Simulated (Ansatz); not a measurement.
Structure of amorphous Hf18O37H2 (periodic cell):

```xyz
57
Lattice="9.1631 0.0669 -0.0217 0.0669 9.0122 -0.1017 -0.0217 -0.1017 8.7481" Properties=species:S:1:pos:R:3 pbc="T T T"
Hf     6.0565     4.2176     5.7675
Hf     8.3673     3.5451     0.2212
Hf     8.0056     7.2323     1.7536
Hf     7.1047     7.7536     5.2976
Hf     4.1148     7.3304     7.4047
Hf     3.1921     1.4096     5.5157
Hf     3.0494     4.7031     4.8788
Hf     1.3013     7.8363     4.0423
Hf     8.3742     4.5400     3.7516
Hf     2.5188     1.1141     8.6614
Hf     4.3433     8.4090     2.6380
Hf     7.2730     1.1547     2.8311
Hf     8.9093     1.6163     5.9593
Hf     0.8977     6.5294     7.3958
Hf     3.2787     5.6519     1.3272
Hf     6.0827     0.9050     8.4213
Hf     4.7633     3.0828     2.3247
Hf     1.5464     2.3306     2.6912
O      3.2934     2.6245     3.8298
O      9.0780     8.0156     5.8592
O      6.2287     7.6961     3.3646
O      8.6843     2.6617     2.8450
O      9.0888     6.4622     3.3821
O      6.5476     3.8819     7.7367
O      4.2238     3.2477     5.9642
O      7.3012     5.7395     5.1701
O      7.8840     1.5827     7.7012
O      0.1344     4.7030     7.8696
O      4.0921     5.1201     3.3100
O      2.2524     8.2636     7.7505
O      6.8107     8.8496     1.0607
O      2.6415     0.7001     1.9388
O      6.1818     8.0156     7.0572
O      2.5092     7.0911     2.5256
O      1.2494     0.9933     4.5072
O      1.2275     4.0583     4.0427
O      4.6818     5.8137     6.0811
O      6.2867     3.5672     3.7541
O      5.1777     4.7617     0.9867
O      3.4456     8.5687     4.4732
O      4.2052     0.5380     7.1333
O      6.7253     2.4257     1.2071
O      2.7153     5.7992     8.1281
O      2.7734     3.7045     1.5684
O      7.3318     0.7803     4.9065
O      1.9546     6.3600     5.4586
O      9.0792     7.3793     0.1720
O      7.8200     5.0667     1.6468
O      1.7222     1.8926     6.8406
O      8.1476     3.3601     5.5564
O      0.8534     2.2518     0.6596
O      8.9233     8.8170     2.7092
O      4.4750     7.4290     0.6961
O      5.2047     1.1562     3.0235
O      4.4179     1.9393     0.4522
H      6.0549     5.0958     1.3160
H      5.8226     4.1287     8.3880
```

The numbers are results of PBE, scalar-relativistic without spin-orbit coupling (plane waves to 420 eV, PAW; Ansatz, an electronic-structure program), not measurements.

The cell was made by melting and quenching with the CHGNet potential and then relaxed with DFT. O atoms were pushed apart under 1.9 Å during the dynamics, to hinder bonds among them. The hot cell started wider than the set density and was brought back towards it in steps. It is the lowest in DFT energy of 2 quenches. It is a model cell: composition and starting density were chosen by hand, and all elements were melted together. No dispersion term was used. Its density started from a set value of 8.75 and ended at 8.75 g/cm³. Cooling (nominally 500 K/ps over its main leg) ran many orders faster than in experiment, which tends to leave more defects and strain. One small periodic cell is one sample of the glass; other quenches scatter about these values. The volume was held where the preparation left it and the shape relaxed, at a PBE pressure of -1.9 GPa (tension). Stress components on the final sampling reach 2.0 GPa.

Bonds are counted up to Hf-Hf 3.34 Å, Hf-O 2.52 Å, Hf-H 2.27 Å, O-O 1.58 Å, O-H 1.16 Å, H-H 0.90 Å. Two cations that share two anions don't count as bonded, nor two that share one unless they lie closer than Hf-Hf 3.25 Å.

Q: Give the coordination numbers, mean bond lengths and angles.

A: 
- Mean coordination of Hf by anions = 6.17 (2 with 5, 12 with 6, 3 with 7, 1 with 8)
- Mean coordination of O = 3.05 (2 with 2, 31 with 3, 4 with 4)
- Mean coordination of H = 1.00 (2 with 1)
- Mean Hf-O bond = 2.142 Å (spread 0.101 Å, 111 counted)
- Mean O-H bond = 1.000 Å (spread 0.005 Å, 2 counted)
- Bond angle at Hf = mean 102.6°, spread 28.7°
- Bond angle at O = mean 115.2°, spread 17.2°

Q: Which atoms depart from the most common coordination of their element?

A: Hf4 has 5 (O33 2.00 Å, O26 2.03 Å, O20 2.07 Å, O45 2.12 Å, O21 2.12 Å); Hf8 has 7 (O34 2.08 Å, O23 2.09 Å, O46 2.15 Å, O35 2.20 Å, O52 2.22 Å, O20 2.31 Å, O40 2.31 Å); Hf9 has 7 (O36 2.08 Å, O23 2.08 Å, O22 2.11 Å, O26 2.15 Å, O50 2.17 Å, O48 2.24 Å, O38 2.30 Å); Hf13 has 5 (O50 1.95 Å, O27 2.02 Å, O45 2.07 Å, O35 2.18 Å, O49 2.18 Å; O20 at 2.61 Å just beyond); Hf17 has 8 (O54 2.10 Å, O38 2.14 Å, O19 2.15 Å, O39 2.19 Å, O44 2.22 Å, O55 2.22 Å, O42 2.35 Å, O29 2.36 Å); Hf18 has 7 (O22 2.05 Å, O32 2.10 Å, O19 2.11 Å, O51 2.15 Å, O44 2.16 Å, O36 2.22 Å, O35 2.27 Å); O19 has 4 (Hf6 2.08 Å, Hf18 2.11 Å, Hf17 2.15 Å, Hf7 2.34 Å); O28 has 2 (Hf2 1.98 Å, Hf14 2.04 Å); O35 has 4 (Hf13 2.18 Å, Hf8 2.20 Å, Hf6 2.23 Å, Hf18 2.27 Å); O41 has 4 (Hf6 2.10 Å, Hf5 2.26 Å, Hf16 2.31 Å, Hf10 2.35 Å); O42 has 4 (Hf12 2.13 Å, Hf16 2.18 Å, Hf2 2.22 Å, Hf17 2.35 Å); O47 has 2 (Hf3 1.92 Å, Hf14 1.96 Å).

Q: List the pairs of like atoms that count as bonded by the rules above.

A: There are none by these rules.
